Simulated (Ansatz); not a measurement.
Ansatz (a program for electronic structure), DFT, PBEsol, plane waves, its default PAW files: Pb7(BrF6)2, atoms displaced (from the phase in space group 174, mp-29927) (F12Br2Pb7), 21 atoms. Basis and mesh were picked for this test and aren't claimed converged.

* **cell**: 10.34, 10.34, 4.01 Å; 90, 90, 120°
* **distance to the nearest atom**: 2.30 to 3.18 Å
* **task**: single point
* **k mesh**: 2×2×4
* **hamiltonian.xc**: pbesol
* **kind of files**: paw
* **scf.occupations.method**: fermi_dirac
* **scf.occupations.width**: 0.05 eV
* **output.forces**: true
* **binding of workers (--pin)**: off
* **k-point pools (--kpoint-pools)**: 1
* **memory maximum (--max-ram)**: 8GiB
* **accuracy**: medium (default)
* **basis.precision**: auto (default)
* **basis.xc_grid**: 2 (default)
* **scf.mixing.algorithm**: auto (default)
* **scf.mixing.preconditioner**: auto (default)
* **scf.convergence.dr2_threshold**: 3.70832e-07 (default)
* **scf.lower_state_search**: light (default)
* **k-points after symmetry**: 12
* **bands at the start**: 119
* **electrons**: 196
* **plane waves at Γ**: 7261
* **cutoff (eV)**: 420
* **FFT grid**: 72×72×27
* **symmetry operations**: 1

One run each.

All on 4 threads. Base settings, kept where nothing else is said: scf.eigensolver.kind = auto (default), scf.eigensolver.mixed_precision = false (default), scf.eigensolver.cushion = auto (default), scf.eigensolver.full_accuracy = false (default), scf.algorithm = auto (default) (scf.eigensolver.max_subspace_factor, scf.eigensolver.real_solve not set). The settings tried:
- scf.algorithm = density_mixing
- scf.eigensolver.kind = davidson, scf.eigensolver.max_subspace_factor = 2
- scf.eigensolver.kind = davidson, scf.eigensolver.cushion = true
- scf.eigensolver.kind = davidson
- scf.eigensolver.full_accuracy = true
- scf.eigensolver.mixed_precision = true
- the base settings
- scf.eigensolver.kind = davidson, scf.eigensolver.mixed_precision = true
- scf.algorithm = direct_min
- scf.eigensolver.kind = davidson, scf.eigensolver.max_subspace_factor = 6
- scf.eigensolver.real_solve = false

Task: Which settings need the fewest applications of H to a band, which the most, and do any fail to converge?

Result: Fewest applications of H to a band, with those close behind: scf.eigensolver.real_solve = false (25544); the base settings (25582); scf.algorithm = density_mixing (25582). Most among those that reach the base run's result: scf.algorithm = direct_min (87166). All converged. In the base run the program took: scf.mixing.algorithm MSR1, scf.eigensolver.kind band_cg, --slots 4.

```json
[
 {"setting": "scf.eigensolver.real_solve = false", "applications of H to a band": "25544", "SCF iterations": "8", "end": "converged"},
 {"setting": "the base settings", "applications of H to a band": "25582", "SCF iterations": "8", "end": "converged"},
 {"setting": "scf.algorithm = density_mixing", "applications of H to a band": "25582", "SCF iterations": "8", "end": "converged"},
 {"setting": "scf.eigensolver.kind = davidson, scf.eigensolver.mixed_precision = true", "applications of H to a band": "35400", "SCF iterations": "8", "end": "converged"},
 {"setting": "scf.eigensolver.mixed_precision = true", "applications of H to a band": "35400", "SCF iterations": "8", "end": "converged"},
 {"setting": "scf.eigensolver.kind = davidson, scf.eigensolver.cushion = true", "applications of H to a band": "37463", "SCF iterations": "8", "end": "converged"},
 {"setting": "scf.eigensolver.kind = davidson", "applications of H to a band": "38528", "SCF iterations": "9", "end": "converged"},
 {"setting": "scf.eigensolver.kind = davidson, scf.eigensolver.max_subspace_factor = 6", "applications of H to a band": "42088", "SCF iterations": "10", "end": "converged"},
 {"setting": "scf.eigensolver.kind = davidson, scf.eigensolver.max_subspace_factor = 2", "applications of H to a band": "43026", "SCF iterations": "8", "end": "converged"},
 {"setting": "scf.eigensolver.full_accuracy = true", "applications of H to a band": "63338", "SCF iterations": "8", "end": "converged"},
 {"setting": "scf.algorithm = direct_min", "applications of H to a band": "87166", "SCF iterations": "9", "end": "converged"}
]
```

An iteration's cost differs between solvers, so these counts don't give the time.

Keys are those of Ansatz 0.2.
